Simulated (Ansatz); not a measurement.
The starting structures come from a database of crystals and need not be the phases stable at ambient conditions.

 Where the default PAW files enter, the runs use the earlier of Ansatz's two default sets.

Evanescent states of Rb₂NaYF₆ (Fm-3m, not sure to be the ambient phase, 10 atoms a cell, 18.4 Å³ an atom, -3 GPa at this level) along the normal of (001)

Computed with r2SCAN (plane waves, PAW; Ansatz, a program for electronic structure).

The gap is the functional's own. No spin-orbit coupling. Mid-gap values are interpolated on the energy grid.

Energies count from the valence-band top; κ is the least over a 6×6 mesh across the current.

```
E (eV)  κ (1/Å)  where
------  -------  -----
0.17      0.312      Γ
0.49      0.404      Γ
0.82      0.459      Γ
1.16      0.496      Γ
1.49      0.522      Γ
1.81      0.541      Γ
2.15      0.552      Γ
2.48      0.559      Γ
2.81      0.562      Γ
3.13      0.560      Γ
3.46      0.554      Γ
3.79      0.545      Γ
4.12      0.533      Γ
4.46      0.517      Γ
4.79      0.497      Γ
5.12      0.473      Γ
5.45      0.444      Γ
5.78      0.411      Γ
6.11      0.370      Γ
6.43      0.319      Γ
6.76      0.253      Γ
7.09      0.151      Γ
```

### Question
How thick must the barrier be to attenuate the transmission by 10^8 when the electrodes' Fermi level lies at 1.16 eV, and what attenuation does that film give at 6.43 eV?

### Answer
d = 8 ln 10 / (2 × 0.496) = 18.6 Å. At 6.43 eV it gives 8 × 0.319/0.496 = 5.1 decades.
